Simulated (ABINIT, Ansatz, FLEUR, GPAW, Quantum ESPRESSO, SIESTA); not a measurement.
# TiNbB4 (P6/mmm, 6 atoms in the cell) computed with different codes at matched settings

Self-consistent single point, at a second geometry (lattice scaled by 0.98). First geometry:

```
TiNbB4
1.0
    3.08703     0.00000     0.00000
   -1.54351     2.67345     0.00000
    0.00000     0.00000     6.59943
Ti Nb B
1 1 4
Direct
  0.00000   0.00000   0.50000
  0.00000   0.00000   0.00000
  0.33333   0.66667   0.74077
  0.66667   0.33333   0.25923
  0.66667   0.33333   0.74077
  0.33333   0.66667   0.25923
```

Shared settings, as Ansatz (a program for electronic structure) writes them: kpoints.mp_grid.grid = 10 10 4; scf.occupations.method = fermi_dirac; scf.occupations.width = 0.1 eV. Potentials and cutoffs stand in the table.

```
code                                                                                                                                      model  ΔF from the first geometry (meV/atom)  pressure (GPa)  largest force (eV/Å)           cutoff
----------------  -----------------------------------------------------------------------------------------------------------------------------  -------------------------------------  --------------  --------------------  ---------------
ABINIT                                                           PBEsol, norm-conserving pseudopotentials (PseudoDojo nc-sr-04 PBEsol standard)                                   -5.7            7.11                 0.035          1143 eV
GPAW                                                                                      PBEsol, GPAW PAW datasets PBEsol (made by gpaw-setup)                                   -7.2               –                 0.099           900 eV
Ansatz                                                                                                          PBEsol, PAW files made with PBE                                   -7.4            6.46                 0.038          default
SIESTA            GGA PBEsol, numerical atomic orbitals DZP, PseudoDojo PBEsol standard norm-conserving potentials (rewritten from UPF to PSML)                                   -3.5            7.80                 0.088      grid 400 Ry
Quantum ESPRESSO                                                                           PBEsol, SSSP 1.1.2 efficiency (PBE) pseudopotentials                                   -8.3            6.02                 0.032            50 Ry
FLEUR                                                                           PBEsol, all-electron FLAPW (FLEUR), scalar-relativistic valence                                   -6.2               –                 0.030  Kmax 3.9 1/bohr
```

A dash marks a value that a program does not give, or that is left out as unsure.

On Ansatz's run: spin polarisation is off.

The spread over the programs that give each value: ΔF from the first geometry within 4.8 meV/atom; pressure within 1.78 GPa; largest force within 0.069 eV/Å.

SIESTA uses small atom-centred bases, whose incompleteness enters pressures, forces and empty levels differently from a plane-wave cutoff. FLEUR treats all electrons, but the usual bases taken here (sphere radii, linearisation, local orbitals, empty states) were not tested for convergence, so the values are no reference for the others. Ansatz's pressure is given at a fixed set of plane waves, as the other plane-wave codes print theirs; with its correction for the finite basis it is 6.60 GPa. The pressure of GPAW is left out: its cutoff lies under the one at which its stress was checked. In the pressure, SIESTA (by 1.34) lies more than 1 GPa from the median of the plane-wave programs.

The starting cell comes from a database of computed structures (which also holds hypothetical and non-ambient phases and stackings), without a prior relaxation at this level. Its lattice was rescaled by a random factor within 2.5 % of one. For this run, on top of that: lattice scaled by 0.98.

Left out of this page: Elk (not drawn, or without a comparable value).

Keys are those of Ansatz 0.2.
